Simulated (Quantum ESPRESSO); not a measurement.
**Several settings converged on CaSiAu (P3m1, 3 atoms in the cell)**

```
CaSiAu
1.0
    4.30595     0.00000     0.00000
   -2.15298     3.72906     0.00000
    0.00000     0.00000     3.92279
Ca Si Au
1 1 1
Direct
  0.00000   0.00000   0.01275
  0.66667   0.33333   0.50000
  0.33333   0.66667   0.50000
```

Base method: LDA (PZ), GBRV 1.5 ultrasoft (LDA) pseudopotentials (plane waves; Quantum ESPRESSO).

Base settings: ecutwfc = 40 Ry; ecutrho = 320 Ry; occupations = smearing; smearing = fermi-dirac; degauss = 0.0073499 Ry; potentials = {Ca: ca_lda_v1.uspp.F.UPF, Si: si_lda_v1.uspp.F.UPF, Au: au_lda_v1.uspp.F.UPF}; K_POINTS = automatic 4 4 4 0 0 0; conv_thr = 1e-10 Ry; mixing_beta = 0.7.

The count of work is k-points × plane waves × bands × iterations; it is no time. Core times come from one kind of shared machine, to one figure; runs under 30 s give none.

**The k-point mesh**

The second cell is the first with its lattice scaled by 0.98.

Only quantities that move along the ladder and can be compared are tabulated.

```csv
K_POINTS,free energy less the last step's (meV/atom),energy of the compressed cell less the first (meV/atom),pressure (GPa),largest difference of a force vector from the last step's (eV/Å),count of work / last
automatic 2 2 2 0 0 0,145.01,-35.02,-6.93,0.103,0.027
automatic 3 3 3 0 0 0,-27.18,-14.61,-4.43,0.028,0.048
automatic 4 4 4 0 0 0,0.38,-9.07,-3.69,0.018,0.082
automatic 5 5 5 0 0 0,-2.47,-7.41,-3.48,0.013,0.13
automatic 9 9 8 0 0 0,-0.08,-7.71,-3.49,0.000,0.56
automatic 11 11 11 0 0 0,0.00,-7.47,-3.47,0.000,1.0
```

Coarsest K_POINTS that holds the pressure within 0.1 GPa of the last step, with all finer ones: automatic 5 5 5 0 0 0, at 0.13 of the last step's count of work; the step before is off by 0.23 GPa.

Coarsest K_POINTS that holds the energy of the compressed cell less the first within 0.5 meV/atom of the last step, with all finer ones: automatic 5 5 5 0 0 0, at 0.13 of the last step's count of work; the step before is off by 1.6 meV/atom.

Coarsest K_POINTS that holds the forces within 0.02 eV/Å of the last step, with all finer ones: automatic 4 4 4 0 0 0, at 0.082 of the last step's count of work; the step before is off by 0.028 eV/Å.

The energy difference between the two cells stays within 1 meV/atom of the last step's from automatic 5 5 5 0 0 0 on, the total only from automatic 9 9 8 0 0 0 on: much of the error is common to both cells and cancels.

**The k-point mesh at a smearing width of 0.3 eV**

In this ladder: degauss = 0.02205 Ry.

Only quantities that move along the ladder and can be compared are tabulated.

| K_POINTS | free energy less the last step's (meV/atom) | pressure (GPa) | largest difference of a force vector from the last step's (eV/Å) | count of work / last | core time / last (rough) |
|---|---|---|---|---|---|
| automatic 3 3 3 0 0 0 | -8.13 | -4.29 | 0.012 | 0.026 | 0.2 |
| automatic 5 5 4 0 0 0 | -11.48 | -3.49 | 0.005 | 0.059 | 0.2 |
| automatic 7 7 6 0 0 0 | 0.30 | -3.36 | 0.001 | 0.14 | 0.4 |
| automatic 10 10 9 0 0 0 | -0.05 | -3.39 | 0.000 | 0.35 | 0.5 |
| automatic 14 14 14 0 0 0 | 0.00 | -3.39 | 0.000 | 1.0 | 1 |

Coarsest K_POINTS that holds the free energy within 0.5 meV/atom of the last step, with all finer ones: automatic 7 7 6 0 0 0, at 0.14 of the last step's count of work and about 0.4 of the last step's time; the step before is off by 11 meV/atom.

Coarsest K_POINTS that holds the forces within 0.01 eV/Å of the last step, with all finer ones: automatic 5 5 4 0 0 0, at 0.059 of the last step's count of work and about 0.2 of the last step's time; the step before is off by 0.012 eV/Å.

Coarsest K_POINTS that holds the pressure within 0.5 GPa of the last step, with all finer ones: automatic 5 5 4 0 0 0, at 0.059 of the last step's count of work and about 0.2 of the last step's time; the step before is off by 0.90 GPa.

**The mesh under tetrahedron occupations**

In this ladder: occupations = tetrahedra_opt; smearing = default; degauss = default.

Only quantities that move along the ladder and can be compared are tabulated.

```tsv
K_POINTS	free energy less the last step's (meV/atom)	pressure (GPa)	largest difference of a force vector from the last step's (eV/Å)	count of work / last
automatic 4 4 4 0 0 0	43.79	-3.49	0.016	0.028
automatic 6 6 6 0 0 0	13.81	-3.39	0.002	0.073
automatic 9 9 8 0 0 0	5.22	-3.42	0.003	0.20
automatic 13 13 13 0 0 0	0.88	-3.46	0.001	0.54
automatic 17 17 16 0 0 0	0.00	-3.46	0.000	1.0
```

Coarsest K_POINTS that holds the pressure within 0.05 GPa of the last step, with all finer ones: automatic 9 9 8 0 0 0, at 0.20 of the last step's count of work; the step before is off by 0.08 GPa.

Coarsest K_POINTS that holds the free energy within 2 meV/atom of the last step, with all finer ones: automatic 13 13 13 0 0 0; the step before is off by 5.2 meV/atom.

Coarsest K_POINTS that holds the forces within 0.01 eV/Å of the last step, with all finer ones: automatic 6 6 6 0 0 0, at 0.073 of the last step's count of work; the step before is off by 0.016 eV/Å.

On the base run: the starting cell comes from a database of computed structures (which also holds hypothetical and non-ambient phases and stackings), without a prior relaxation at this level. Its lattice was rescaled by up to half a per cent. One atom was moved a little off its site on purpose. In the base run, with a pressure of about -4 GPa the cell is away from its equilibrium volume at this level. Without a gap this mesh is coarse (it stands for a supercell whose shortest vector is 16 Å).
